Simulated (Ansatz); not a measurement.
A computed series for Cs2AgBiF6: response to strain

Consider Cs$_{2}$AgBiF$_{6}$ (space group Fm-3m, No. 225; a = 9.541 Å; a cell from a computed database, its experimental status unchecked). Axes: x, y, z lie along the cube axes.

Strains are applied to the cell and any free atomic positions relax; under biaxial strain the out-of-plane vector relaxes too.

Level of theory: PBE (Ansatz, a program for electronic structure), no spin-orbit coupling.

Notes on the quantities. pressure: mean of the normal stresses, compression positive; energy relative to the base: free energy F.

```csv
change,band gap,gap character,pressure,energy relative to the base,space group
base,2.76 eV,–,0.00 GPa,0 meV/atom,Fm-3m (No. 225)
"biaxial strain −1.58 %, plane normal [001], relaxed out of plane",2.65 eV,"indirect, X → N",0.52 GPa,+1.6 meV/atom,I4/mmm (No. 139)
"biaxial strain −0.43 %, plane normal [001], relaxed out of plane",2.73 eV,"indirect, X → N",0.13 GPa,+0.1 meV/atom,I4/mmm (No. 139)
"biaxial strain +3.26 %, plane normal [001], relaxed out of plane",2.58 eV,"indirect, M → N",-0.65 GPa,+4.7 meV/atom,I4/mmm (No. 139)
"biaxial strain −4.07 %, plane normal [111], relaxed out of plane",2.73 eV,"indirect, F → L",1.17 GPa,+9.6 meV/atom,R-3m (No. 166)
"biaxial strain −1.14 %, plane normal [111], relaxed out of plane",2.75 eV,"indirect, F → L",0.32 GPa,+0.7 meV/atom,R-3m (No. 166)
uniaxial strain ε_zz = −1.82 %,2.66 eV,"indirect, M → N",0.67 GPa,+1.1 meV/atom,I4/mmm (No. 139)
uniaxial strain ε_zz = +2.37 %,2.73 eV,"indirect, X → N",-0.69 GPa,+1.5 meV/atom,I4/mmm (No. 139)
tensor shear ε_xz = −1.69 %,2.76 eV,"indirect, X → S",0.00 GPa,+0.7 meV/atom,Immm (No. 71)
```

With Bi present, leaving out spin-orbit coupling can change the band edges. Stability against distortions was not tested. Labels are those of the standard path for the cell's own space group.
